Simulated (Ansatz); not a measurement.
# Response to strain in TiAl

Consider TiAl (space group P4/mmm, No. 123; relaxed with 0.1 eV smearing).

```
CELL_PARAMETERS angstrom
      2.81271     0.00000     0.00000
      0.00000     2.81271     0.00000
      0.00000     0.00000     4.06160
ATOMIC_POSITIONS crystal
  Ti 0.00000 0.00000 0.00000
  Al 0.50000 0.50000 0.50000
```

Strains are applied to the cell and any free atomic positions relax.

Computed with r2SCAN (Ansatz, an electronic-structure program; PAW; 500 eV plane waves; no spin-orbit coupling).

Notes on the quantities. energy relative to the base: free energy F.

```csv
isotropic strain (%),energy relative to the base (meV/atom)
-3,53.4
-2.5,?
-2,23.1
-1.5,12.8
-1,5.6
-0.5,1.4
0,0.0
```

Question: Fit ΔE = Aε² + Bε³ (ε in %) to the rows shown and predict the withheld row.

Answer: Least squares on the printed values gives A = 5.45 and B = -0.16 meV/atom (largest residual 0.0 meV/atom); this predicts 36.6 meV/atom, and the run gives 36.6 meV/atom, in agreement.

Whether these cells are dynamically stable was not tested. All final runs are without spin polarisation.
